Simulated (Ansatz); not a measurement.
## BN, point defects

The reference is a 16-atom supercell of BN in the wurtzite structure (space group P6_3mc, No. 186; a = 2.555 Å, c = 4.225 Å) at its relaxed geometry.

One neutral defect a cell, atoms relaxed at fixed cell.

Method: PBE, PAW, 420 eV (Ansatz, a program for electronic structure; spin-orbit coupling left out).

| case | pressure | largest displacement of a host atom from its site in the perfect cell |
|---|---|---|
| perfect supercell | 0.0 GPa | – |
| Bi on a N site, symmetric start | 89.3 GPa | 0.57 Å |
| N vacancy | ___ | ___ |
| H interstitial (started 1.63 Å from the nearest host atom), symmetric start | 10.1 GPa | 0.04 Å |

Question: Some entries are withheld; estimate them.

Answer: 
- N vacancy, pressure: -0.7 GPa
- N vacancy, largest displacement of a host atom from its site in the perfect cell: 0.13 Å

Other magnetic orders, which the real material may have, were not ruled out. The cell is small, so the values are those of an ordered compound at a high defect concentration; dilute-limit values will differ. A case with no gap was solved on a k-mesh chosen for an insulator, which is coarse for it. Defects with a symmetric start kept the site's symmetry and may sit on a saddle; the others started slightly shaken. Seeded moments were not kept for Bi on a N site and N vacancy.
